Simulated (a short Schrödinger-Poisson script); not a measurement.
System: symmetric double-gate stack, SiO2 on p-type Si(100), at 77 K.

| layer | material | thickness (nm) | Na (cm⁻³) |
|---|---|---|---|
| 1 | SiO2 | 1.5 | - |
| 2 | Si | 8 | 1e16 |
| 3 | SiO2 | 1.5 | - |

Constants are typed, rounded textbook-type inputs, not results; the design itself was drawn at random and stands for no fabricated device. SiO2: permittivity 3.9, conduction-band edge (eV) 3.15, gap (eV) 9, electron mass (mₑ) 0.5. Si: permittivity 11.7, conduction-band edge (eV) 0, gap (eV) 1.124, Nv at 300 K (cm⁻³) 3.1e19.

Channel valleys (confinement mass, in-plane density-of-states mass, number): Δ2 0.916, 0.19, 2; Δ4 0.19, 0.417, 4. At the gates, both at one voltage, the conduction-band edge of layer 1 lies 3.62 eV − eVg above the Fermi level of the channel. Gaps are held at their typed values at every temperature. Mesh 0.03 nm at interfaces.

From a short Schrödinger-Poisson script (our own, NumPy): 1D Poisson equation in equilibrium, electrons classical, Boltzmann, parabolic valleys, classical holes, full ionisation, no traps, pinning or gate leakage.

The same stack at other levels of the model or other numerical settings:

| run | sheet density of all electrons at Vg = 1.15 V (cm⁻²) | sheet density of all electrons at Vg = 0.55 V (cm⁻²) | capacitance of both gates at Vg = 1.15 V (μF/cm²) | rough cost against the base |
|---|---|---|---|---|
| base | 1.84e13 | 2.04e12 | 4.49 | about 1 |
| electrons treated as classical, Fermi-Dirac | 1.68e13 | [?] | 4.06 | 3 |
| electrons treated as quantum, Hartree | 1.39e13 | [?] | 3.56 | 30 |
| mesh six times as coarse | 1.80e13 | 2.01e12 | [?] | about 1 |

Task: Some entries are withheld; supply them.

Result: 
- electrons treated as quantum, Hartree, sheet density of all electrons at Vg = 0.55 V (cm⁻²): 1.36e12
- electrons treated as classical, Fermi-Dirac, sheet density of all electrons at Vg = 0.55 V (cm⁻²): 1.96e12
- mesh six times as coarse, capacitance of both gates at Vg = 1.15 V (μF/cm²): 4.38

The classical rows ignore confinement, and Boltzmann statistics overrate the density once the band edge passes the Fermi level.
